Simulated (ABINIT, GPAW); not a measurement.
An ABINIT input for a self-consistent single point of Na₃Ga (Pm-3m, 4 atoms in the cell) (DFT, LDA (PW92), plane waves, norm-conserving pseudopotentials (PseudoDojo nc-sr-04 LDA standard)):

```
# Na3Ga, PseudoDojo nc-sr-04 LDA standard
pp_dirpath "./"
pseudos "Na.upf, Ga.upf"
acell 3*1.0 Angstrom
rprim
         4.9416150000    0.0000000000    0.0000000000
         0.0000000000    4.9416150000    0.0000000000
         0.0000000000    0.0000000000    4.9416150000
natom 4
ntypat 2
znucl 11 31
typat 1 1 1 2
xcart
         2.4708075000    0.0000000000    2.4708075000
         0.0000000000    2.4708075000    2.4708075000
         2.4708075000    2.4708075000    0.0000000000
         0.0000000000    0.0000000000    0.0000000000
      Angstrom
ecut 1197 eV
occopt 3
tsmear 0.136 eV
nband 27
kptopt 1
ngkpt 9 9 9
nshiftk 1
shiftk 0 0 0
nstep 80
toldfe 1.0e-09
prtwf 0
prtden 0
prtvol 1
enunit 2
```

Task: Translate this input to GPAW.

Result: One input that does it (others would too):

```python
from ase import Atoms
from ase.units import GPa
from gpaw import GPAW

atoms = Atoms(['Na', 'Na', 'Na', 'Ga'],
              cell=[[4.941615, 0.000000, 0.000000],
                    [0.000000, 4.941615, 0.000000],
                    [0.000000, 0.000000, 4.941615]],
              scaled_positions=[[0.500000, 0.000000, 0.500000],
                                [0.000000, 0.500000, 0.500000],
                                [0.500000, 0.500000, 0.000000],
                                [0.000000, 0.000000, 0.000000]],
              pbc=True)

calc = GPAW(mode={'name': 'pw', 'ecut': 800},
            xc='LDA',
            kpts=(9, 9, 9),
            occupations={'name': 'fermi-dirac', 'width': 0.136},
            nbands=-8,
            convergence={'density': 1e-05, 'energy': 1e-05},
            symmetry={'symmorphic': False, 'tolerance': 0.0005},
            maxiter=100,
            txt='-')

atoms.calc = calc

energy = atoms.get_potential_energy()
print('Energy (eV):', round(energy, 6))
forces = atoms.get_forces()
print('Forces (eV/Ang):')
print(forces.round(5))
stress = atoms.get_stress()
print('Stress (GPa, Voigt):', (stress / GPa).round(4))
```

Basis, cutoffs, solver keys and any potentials are the target program's own. This input uses DFT LDA (Perdew-Wang 92), plane waves, GPAW PAW datasets LDA (gpaw-data 1.0.1). LDA parametrisations can differ slightly between programs. Both were run: pressure -2.09 GPa in ABINIT and -2.06 in GPAW.

On GPAW: the starting cell comes from a database of computed structures (which also holds hypothetical and non-ambient phases and stackings), without a prior relaxation at this level. Its lattice was rescaled by a random factor within 2.5 % of one.

On ABINIT: the starting cell comes from a database of computed structures (which also holds hypothetical and non-ambient phases and stackings), without a prior relaxation at this level. Its lattice was rescaled by a random factor within 2.5 % of one.
